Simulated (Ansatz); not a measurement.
Consider SnTe in the rock salt structure (space group Fm-3m, No. 225).

```xyz
2
Lattice="0.0000 3.1174 3.1174 3.1174 0.0000 3.1174 3.1174 3.1174 0.0000" Properties=species:S:1:pos:R:3 pbc="T T T"
Sn     0.0000     0.0000     0.0000
Te     3.1174     3.1174     3.1174
```

Cartesian axes are those of the cell as printed.

Level of theory: LDA in Ansatz (plane waves to 420 eV, PAW, scalar-relativistic without spin-orbit coupling).

For the base:

```
Quantity                        Result
-----------------------------  -------
Pressure                       0.0 GPa
Shortest interatomic distance  3.117 Å
```

Modification: a pure shear with ε_xy = ε_yx = 0.0171; the atoms relax in the strained cell.

Question: Estimate the effect on the pressure, energy relative to the base and shortest interatomic distance.

Answer: The pressure (mean of the normal stresses, compression positive) stays 0.0 GPa; the energy goes up by 2.0 meV/atom; the shortest interatomic distance is still 3.117 Å.

No phonon test of stability was made. All final runs are without spin polarisation.

Ansatz is an electronic-structure program.
